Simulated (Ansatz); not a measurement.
The starting structures come from a database of crystals and need not be the phases stable at ambient conditions.

## Evanescent states of TiGeO₃ (R-3, not sure to be the ambient phase, 10 atoms a cell, 14.1 Å³ an atom, -4 GPa at this level) along the normal of (101)

All values below come from PBEsol (plane waves, PAW; Ansatz, a first-principles code).

The gap is the functional's own. No spin-orbit coupling. Mid-gap values are interpolated on the energy grid.

Energies count from the valence-band top; κ is the least over a 6×6 mesh across the current.

```tsv
E (eV)	κ (1/Å)	where
0.04	0.073	Γ
0.12	0.123	Γ
0.20	0.156	Γ
0.28	?	Γ
0.36	?	Γ
0.44	?	Γ
0.52	?	Γ
0.60	?	Γ
0.68	?	Γ
0.76	?	Γ
0.84	?	off Γ
0.92	?	off Γ
1.00	0.193	off Γ
1.08	0.150	off Γ
1.16	0.078	off Γ
```

Question: Fill in the missing entries.

Answer: 
- 0.28, κ (1/Å): 0.181
- 0.36, κ (1/Å): 0.200
- 0.44, κ (1/Å): 0.216
- 0.52, κ (1/Å): 0.229
- 0.60, κ (1/Å): 0.240
- 0.68, κ (1/Å): 0.249
- 0.76, κ (1/Å): 0.255
- 0.84, κ (1/Å): 0.247
- 0.92, κ (1/Å): 0.225
